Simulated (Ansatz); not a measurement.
The starting structures come from a database of crystals and need not be the phases stable at ambient conditions.

 Where the default PAW files enter, the runs use the earlier of Ansatz's two default sets.

Data:

```yaml
crystal:
  lattice:
    - [3.14528, 0.00000, 0.00000]
    - [0.00000, 5.09689, 0.00000]
    - [1.57264, 0.00000, 2.72389]
  atoms:
    - { symbol: Al, position: [0.00000, 0.00074, 0.00000] }
    - { symbol: Ga, position: [0.66667, 0.50283, 0.66667] }
    - { symbol: N, position: [0.66667, 0.88820, 0.66667] }
    - { symbol: N, position: [0.00000, 0.37184, 0.00000] }
```

Space group of this cell: P3m1. The cell is taken as given.

The numbers are results of r2SCAN (plane waves, PAW; Ansatz, an electronic-structure program), not measurements.

The current runs along the normal of the first two printed vectors; no spin-orbit coupling. Scaled by the factor s: all lengths (ions clamped). Meshes 12×6×12 and 10×6 across the current in all rows.

| s | mean pressure (GPa) | slowest mid-gap decay constant κ (1/Å) |
|---|---|---|
| 0.98 | 13.5 | ? |
| 1.00 | -0.4 | 0.222 |
| 1.02 | -11.1 | 0.198 |

Q: Take the slope of the slowest mid-gap decay constant κ against ln s from the two given rows, extrapolate to s = 0.98, and say what the run there gives.

A: Slope = (0.198 − 0.222) / ln 1.02 = -1.21 1/Å. The line gives 0.222 + (-1.21) × ln 0.98 = 0.246 1/Å. The run gives 0.246 1/Å, as the line does.
